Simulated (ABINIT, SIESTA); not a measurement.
A SIESTA input for a self-consistent single point of AgNO3 (R3m, 5 atoms in the cell) (DFT, LDA PW92, numerical atomic orbitals DZP, PseudoDojo LDA standard norm-conserving potentials (rewritten from UPF to PSML)):

```
# files in the folder: Ag.psml N.psml O.psml (PseudoDojo LDA standard)
SystemName  AgNO3
SystemLabel siesta

NumberOfAtoms                5
NumberOfSpecies              3
%block ChemicalSpeciesLabel
  1 47 Ag
  2 7 N
  3 8 O
%endblock ChemicalSpeciesLabel
LatticeConstant              1.0 Ang
%block LatticeVectors
     2.527711000    1.459375000    2.808506000
    -2.527711000    1.459375000    2.808506000
     0.000000000   -2.918749000    2.808506000
%endblock LatticeVectors
AtomicCoordinatesFormat      Fractional
%block AtomicCoordinatesAndAtomicSpecies
     0.998040000    0.998040000    0.998040000  1
     0.574110000    0.574110000    0.574110000  2
     0.434875000    0.434875000    0.859480000  3
     0.859480000    0.434875000    0.434875000  3
     0.434875000    0.859480000    0.434875000  3
%endblock AtomicCoordinatesAndAtomicSpecies

XC.functional                LDA
XC.authors                   PW92
PAO.BasisSize                DZP
PAO.EnergyShift              0.01 Ry
MeshCutoff                   350 Ry
%block kgrid.MonkhorstPack
    6   0   0  0.0
    0   6   0  0.0
    0   0   6  0.0
%endblock kgrid.MonkhorstPack
OccupationFunction           FD
ElectronicTemperature        10.0 meV

MaxSCFIterations             150
SCF.Mixer.Method             Broyden
SCF.Mixer.Weight             0.1
SCF.Mixer.History            6
SCF.DM.Tolerance             1.0E-04
Diag.ParallelOverK           true
WriteForces                  true
Charge.Mulliken              end
```

**Question.** Translate this input to ABINIT.

**Answer.** One input that does it (others would too):

```
# AgNO3, PseudoDojo nc-sr-04 LDA standard
pp_dirpath "./"
pseudos "Ag.upf, N.upf, O.upf"
acell 3*1.0 Angstrom
rprim
         2.5277110350    1.4593748386    2.8085059002
        -2.5277110350    1.4593748386    2.8085059002
         0.0000000000   -2.9187491008    2.8085061997
natom 5
ntypat 3
znucl 47 7 8
typat 1 2 3 3 3
xcart
         0.0000000000    0.0000005753    8.4090039847
         0.0000000000    0.0000003309    4.8371741390
         0.0000000000   -1.2393152113    4.8565529152
         1.0732787440    0.6196581040    4.8565527880
        -1.0732787440    0.6196581040    4.8565527880
      Angstrom
ecut 1170 eV
ixc 7
occopt 3
tsmear 0.00036749
nband 28
kptopt 1
ngkpt 6 6 6
nshiftk 1
shiftk 0 0 0
nstep 50
tolvrs 1.0e-12
prtwf 0
prtden 0
```

Basis settings and potentials, where a program has them, do not carry over. This input uses DFT, LDA (PW92), plane waves, norm-conserving pseudopotentials (PseudoDojo nc-sr-04 LDA standard). LDA parametrisations can differ slightly between programs.

The starting cell comes from a database of computed structures (which also holds hypothetical and non-ambient phases and stackings), without a prior relaxation at this level. Its lattice was rescaled by a random factor within 2.5 % of one.
